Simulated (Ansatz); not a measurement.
Some atoms of an NVE trajectory of composition Si15As, cell Si60As4, held well above this temperature first, at a temperature that wasn't checked against the liquidus, so perhaps supercooled [in the run: it was liquid; mean temperature 1681 K (target 1670 K); density 2.68 g/cm³]; time step 2.0 fs, velocity Verlet. The numbers are results of PBE (plane waves, PAW; Ansatz, a quantum-chemistry and plane-wave program), not measurements. On the run's last frame a denser k-mesh moved the forces by 0.100 eV/Å rms, the static pressure by 0.06 GPa and the free energy by 3 meV/atom, which is about how far such values are converged.

```csv
atom,mass (u),x y z (Å),v (Å/fs),F (eV/Å)
Si2,28.085,-1.92062 16.77086 7.32100,-0.006655 -0.003277 -0.006078,-0.0935 -0.2702 0.3956
Si21,28.085,6.58075 7.40962 1.97196,-0.004668 -0.004135 -0.003172,-0.9361 1.2379 0.6276
Si22,28.085,16.22628 7.97466 6.65542,0.003755 -0.008803 0.000658,0.3749 -0.9698 0.6551
Si38,28.085,22.24636 8.76803 3.11193,0.002167 -0.003539 0.008040,-0.0961 0.4130 -0.0537
Si54,28.085,10.92500 13.23753 -9.27406,-0.008223 0.008391 -0.010406,-0.1363 0.3672 -0.2211
Si60,28.085,-1.14271 2.69460 -1.27494,0.014032 0.009654 -0.008316,1.1554 -0.6473 -1.1821
```

**Question.** Give their positions one step later.

**Answer.** x' = x + vΔt + FΔt²/(2m), with 1 eV/(Å·u) = 0.0096485 Å/fs².
| atom | x' y' z' (Å) |
|---|---|
| Si2 | -1.93399 16.76412 7.30912 |
| Si21 | 6.57077 7.40220 1.96605 |
| Si22 | 16.23404 7.95639 6.65718 |
| Si38 | 22.25063 8.76124 3.12797 |
| Si54 | 10.90846 13.25456 -9.29502 |
| Si60 | -1.11385 2.71346 -1.29238 |
